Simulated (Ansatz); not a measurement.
Al2Cu (P4/mmm, No. 123, 3 atoms in the cell; start mp-12794; a measured phase of this formula has another space group), treated with PBEsol in Ansatz (PAW).

Numerical settings: plane-wave cutoff 520 eV, 14×14×20 k mesh (along the axes of the cell as run), Fermi–Dirac smearing 0.05 eV, no spin polarisation, scalar-relativistic PAW data made under PBE.

Cell (relaxed at this level):

Al$_{2}$Cu is taken in the tetragonal space group P4/mmm (No. 123), Pearson symbol tP3. Lattice parameters: a = 4.094 Å, b = 4.094 Å, c = 2.834 Å, α = 90.00°, β = 90.00°, γ = 90.00°. Al on 2e sees 4 Cu at 2.489 Å and 6 Al at 2.834–2.895 Å. Cu on 1a sees 8 Al at 2.489 Å and 2 Cu at 2.834 Å. (Neighbours: up to the widest gap in distance over summed covalent radii, below 1.35, at either atom.)

### Question
Predict the bulk modulus.

### Answer

bulk modulus: 99.4 GPa

Note: the run has no spin polarisation, so it can have missed a magnetic state; the bulk modulus is −V dP/dV from two relaxed cells at ±2 % in volume; the relaxation could not lower the start's symmetry, so the cell can be a saddle point above a distorted one.

The computed numbers hold no vibrational or temperature effects.

A start named mp-… is a Materials Project structure, which need not be a measured phase.

Ansatz is a first-principles code.
